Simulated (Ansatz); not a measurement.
Base system: HgSe in the zinc blende structure (space group F-43m, No. 216).

```yaml
crystal:
  lattice:
    - [0.00000, 3.03148, 3.03148]
    - [3.03148, 0.00000, 3.03148]
    - [3.03148, 3.03148, 0.00000]
  atoms:
    - { symbol: Hg, position: [0.00000, 0.00000, 0.00000] }
    - { symbol: Se, position: [0.25000, 0.25000, 0.25000] }
```

Cartesian axes are those of the cell as printed.

Computed with LDA (Ansatz, a first-principles code, PAW, without spin-orbit coupling).

For the base:

```
Quantity            Value
---------------  --------
Volume per atom  27.86 Å³
Pressure          0.0 GPa
```

The change: tensile biaxial strain of 1.67 % in the plane normal to [111], as in epitaxy on a mismatched substrate; the out-of-plane cell vector and the atoms relax.

Problem. What does the calculation give for the volume per atom after the change?

Solution. The volume per atom goes up by 0.50 Å³ (27.86 Å³ → 28.36 Å³).

Problem. How does this affect the energy relative to the base?

Solution. The energy grows by 4.4 meV/atom.

Problem. Predict the new valley order.

Solution. The valley order (the lowest conduction-band minima on the path, energy above the VBM, named in the base's zone) amounts to Γ 0.02 eV; L along [111] 0.67 eV; L along [1-1-1] 0.99 eV.

Problem. Predict the new pressure.

Solution. The pressure (mean of the normal stresses, compression positive) goes from zero to -1.0 GPa.

With Hg present, leaving out spin-orbit coupling can change the band edges. Whether these cells are dynamically stable was not tested. The final runs are not spin-polarised. Gaps under 0.05 eV, about the width of the smearing, are given as zero.
